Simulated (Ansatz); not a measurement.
A self-consistent single point of NbAs (I4_1md, 4 atoms in the cell) with Ansatz (a quantum-chemistry and plane-wave program).

Level of theory: PBE (plane waves, PAW; Ansatz).

The change in words: lattice scaled by 0.98. Reference geometry:
```yaml
crystal:
  lattice:
    - [-1.70848, 1.70848, 5.82059]
    - [1.70848, -1.70848, 5.82059]
    - [1.70848, 1.70848, -5.82059]
  atoms:
    - { symbol: Nb, position: [0.74972, 0.74972, 0.00000] }
    - { symbol: Nb, position: [0.49972, 0.99972, 0.50000] }
    - { symbol: As, position: [0.16728, 0.16728, 0.00000] }
    - { symbol: As, position: [0.91728, 0.41728, 0.50000] }
```

Reference input (self-consistent single point, DFT, PBE, plane waves, default PAW files): basis.ecutwfc = 420 eV; kpoints.mp_grid.grid = 8 8 8; hamiltonian.xc = pbe; hamiltonian.pseudopotentials = {kind: paw} (the program's default PAW files); scf.occupations.method = gaussian; scf.occupations.width = 0.1 eV. This run's input differs from it in these lines:

```diff
@@ -3,5 +3,5 @@
   lattice:
-    - [-1.70848400, 1.70848400, 5.82058800]
-    - [1.70848400, -1.70848400, 5.82058800]
-    - [1.70848400, 1.70848400, -5.82058800]
+    - [-1.67431400, 1.67431400, 5.70417600]
+    - [1.67431400, -1.67431400, 5.70417600]
+    - [1.67431400, 1.67431400, -5.70417600]
   atoms:
```

Output (repeated stretches shortened):

```
SCF iter   1: F=—  HF=-18819.169944 eV  |F-HF|=—  |Δ(HF+E_count)|=         —  Δρ=7.87e-3  dr2=2.83e-2  ethr=1.77e-3  ⟨swp⟩=5.1  Hψ=7918  notcnv=0
all-band conjugate gradients solve this SCF's bands
preconditioner: auto → Kerker (q_TF=auto, 2.669 Å⁻¹)
SCF iter   2: F=—  HF=-18819.168511 eV  |F-HF|=—  |Δ(HF+E_count)|=   1.43e-3  Δρ=4.64e-3  dr2=9.66e-3  ethr=5.06e-5  ⟨swp⟩=1.0  Hψ=2478  notcnv=0
SCF iter   3: F=—  HF=-18819.168737 eV  |F-HF|=—  |Δ(HF+E_count)|=   2.25e-4  Δρ=8.51e-4  dr2=3.91e-4  ethr=1.73e-5  ⟨swp⟩=2.0  Hψ=3454  notcnv=0
SCF iter   4: F=—  HF=-18819.168310 eV  |F-HF|=—  |Δ(HF+E_count)|=   4.27e-4  Δρ=4.36e-4  dr2=1.01e-4  ethr=6.98e-7  ⟨swp⟩=2.0  Hψ=3446  notcnv=0
SCF iter   5: F=—  HF=-18819.168300 eV  |F-HF|=—  |Δ(HF+E_count)|=   9.84e-6  Δρ=8.92e-5  dr2=5.26e-6  ethr=1.80e-7  ⟨swp⟩=2.0  Hψ=3438  notcnv=0
SCF iter   6: F=—  HF=-18819.168291 eV  |F-HF|=—  |Δ(HF+E_count)|=   9.11e-6  Δρ=2.27e-5  dr2=3.61e-7  ethr=9.40e-9  ⟨swp⟩=2.0  Hψ=3457  notcnv=0
SCF iter   7: F=-18819.168291 eV  HF=-18819.168291 eV  |F-HF|=9.14e-9  |Δ(HF+E_count)|=   1.44e-7  Δρ=5.26e-6  dr2=2.31e-8  ethr=1.79e-10  ⟨swp⟩=7.8  Hψ=8086  notcnv=0
SCF 1 converged in 7 iterations: F = -18819.168291 eV  dr2 = 2.31e-8
Free energy (F): -18819.168291 eV
Internal energy: -18819.162998 eV  (E = F + TS)
E sigma→0 (E₀):  -18819.165645 eV
Entropy (-TS):   -0.005292 eV (-1.323 meV/atom)
Fermi energy:    17.998593 eV
--- Forces (eV/Å), atoms counted from 1 ---
  atom   1  Nb    -0.00000000     0.00000000    -0.09408568
  atom   2  Nb     0.00000000    -0.00000000    -0.09408568
  atom   3  As    -0.00000000    -0.00000000     0.09407409
  atom   4  As     0.00000000    -0.00000000     0.09407409
--- Stress (GPa, compression-positive) ---
       22.632086       0.000000      -0.000000
        0.000000      22.632086      -0.000000
       -0.000000       0.000000      18.757043
  P = ⅓ Tr σ = 21.3404 GPa (213.404 kbar)
  The stress holds the Pulay correction. Without it, at fixed plane waves, as pw.x and ABINIT print it: P = 21.3065 GPa
```

The run converged in 7 iterations. Against the reference run the free energy goes up by 88.7 meV/atom, the pressure goes from 7.79 to 21.34 GPa and the largest force goes from 0.058 to 0.094 eV/Å.

The starting cell comes from a database of computed structures (which also holds hypothetical and non-ambient phases and stackings), without a prior relaxation at this level. Its lattice was rescaled by a random factor within 2.5 % of one. For this run, on top of that: lattice scaled by 0.98. Spin polarisation is off. With a pressure of about 21 GPa the cell is away from its equilibrium volume at this level. Ansatz's pressure includes its estimate of the finite-basis (Pulay) stress.

Keys are those of Ansatz 0.2.
